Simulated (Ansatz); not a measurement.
Take SrTiO3 in the cubic perovskite structure (space group Pm-3m, No. 221; a = 3.891 Å) as the base. Axes: x, y, z lie along the cube axes.

The values are results of PBEsol in Ansatz (plane waves to 420 eV, PAW, without spin-orbit coupling), not measurements.

Base values:

| Item | Value |
|---|---|
| Band gap | 1.85 eV |

It is then changed as follows: tensor shear ε_xy = +1.33 % (engineering shear γ = 0.0266); the atoms relax in the strained cell.

Task: Estimate the effect on the energy relative to the base.

Result: The energy goes up by 3.0 meV/atom.

Task: Predict the new band gap.

Result: The band gap shrinks by 0.066 eV to 1.79 eV.

Whether these cells are dynamically stable was not tested. The final runs are not spin-polarised. Many cubic perovskites are stable only at high temperature; tilts and polar distortions were not tested.

Ansatz is a first-principles code.
